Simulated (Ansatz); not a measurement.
Input and output of a relaxation of the atoms for LuCd (P4mm, 2 atoms in the cell) (Ansatz, a quantum-chemistry and plane-wave program).

Method: LDA (PW92), default PAW files made with PBE (plane waves; Ansatz).

The change in words: one atom moved by 0.15 angstrom; relax: default → atoms; relax.f_tol: default → 0.02 eV/Å. Reference geometry:
```
CELL_PARAMETERS angstrom
      3.62278     0.00000     0.00000
      0.00000     3.62278     0.00000
      0.00000     0.00000     3.62278
ATOMIC_POSITIONS crystal
  Lu 0.50000 0.50000 0.50000
  Cd 0.00000 0.00000 0.00000
```

Reference input (self-consistent single point, DFT, LDA (PW92), plane waves, default PAW files made with PBE): basis.ecutwfc = 420 eV; kpoints.mp_grid.grid = 9 9 9; hamiltonian.xc = lda; hamiltonian.pseudopotentials = {kind: paw} (the program's default PAW files); scf.occupations.method = fermi_dirac; scf.occupations.width = 0.1 eV. This run's input differs from it in these lines:

```diff
@@ -6,3 +6,3 @@
   atoms:
-    - { symbol: Lu, position_ang: [1.81139250, 1.81139250, 1.81139250] }
+    - { symbol: Lu, position_ang: [1.81139250, 1.81139250, 1.96139391] }
     - { symbol: Cd, position_ang: [0.00000000, 0.00000000, 0.00000000] }
@@ -17,2 +17,4 @@
   occupations: { method: fermi_dirac, width: 0.1 }
+relax:
+  f_tol: 0.02
 output:
```

Output (repeated stretches shortened):

```
   [... SCF lines of the steps left out ...]
relax step   1: F+E_penalty+E_count = -22611.47144758 eV  Δ(F+E_penalty+E_count) = +0.000e0 eV  max|allowed force component| = 4.319e-1 eV/Å  Δτ_max = 0.0000 Å  (6 SCF iters, dr2 threshold 1.00e-5 eV, accepted)
relax step   2: F+E_penalty+E_count = -22611.50249863 eV  Δ(F+E_penalty+E_count) = -3.105e-2 eV  max|allowed force component| = 8.662e-2 eV/Å  Δτ_max = 0.0901 Å  (7 SCF iters, dr2 threshold 1.17e-5 eV, accepted)
relax step   3: F+E_penalty+E_count = -22611.50381592 eV  Δ(F+E_penalty+E_count) = -1.317e-3 eV  max|allowed force component| = 1.179e-4 eV/Å  Δτ_max = 0.0151 Å  (6 SCF iters, dr2 threshold 4.69e-7 eV, accepted)
relax step   4: F+E_penalty+E_count = -22611.50381600 eV  Δ(F+E_penalty+E_count) = -7.781e-8 eV  max|allowed force component| = 2.003e-6 eV/Å  Δτ_max = 0.0000 Å  (3 SCF iters, accepted)
the relaxation is at rest under the 8 symmetry operations that the run kept from its start: a minimum is not shown …
Stability not checked: this state was not tested for a lower state beside it, because too few of the mixer's solves of this state at the end of the SCF gave a …
Free energy (F): -22611.503816 eV
Internal energy: -22611.452149 eV  (E = F + TS)
E sigma→0 (E₀):  -22611.477983 eV
Entropy (-TS):   -0.051667 eV (-25.833 meV/atom)
Fermi energy:    14.923220 eV
--- Forces (eV/Å), atoms counted from 1 ---
  atom   1  Lu    -0.00000000     0.00000000    -0.00002124
   [... lines left out ...]
--- Relaxed structure (4 steps of the walk, 4 accepted, 0 SCFs on fresh bases) ---
  F+E_penalty+E_count = -22611.50381600 eV   max|allowed force component| = 2.003e-6 eV/Å
  atoms:
    - { symbol: Lu, position: [0.4999999999999999, 0.4999999999999999, 0.5207032431164874] }
    - { symbol: Cd, position: [-2.1264634190405842e-34, 0.0, 0.02070175607612265] }
```

The run converged. 

Summary of the result:
| Quantity | Result |
|---|---|
| Free energy E − TS (on the zero of these files) | -22611.5038 eV |
| Fermi level (on the code's own zero) | 14.92 eV |
| Pressure | -3.85 GPa |
| Relaxation steps | 4 |

The starting cell comes from a database of computed structures (which also holds hypothetical and non-ambient phases and stackings), without a prior relaxation at this level. Its lattice was rescaled by up to half a per cent. For this run, on top of that: one atom moved by 0.15 angstrom. The relaxation keeps the symmetry of its start, so its end need not be a minimum. Ansatz's pressure includes its estimate of the finite-basis (Pulay) stress.

Cost on one core of a shared machine: roughly 70 s.

Keys are those of Ansatz 0.2.
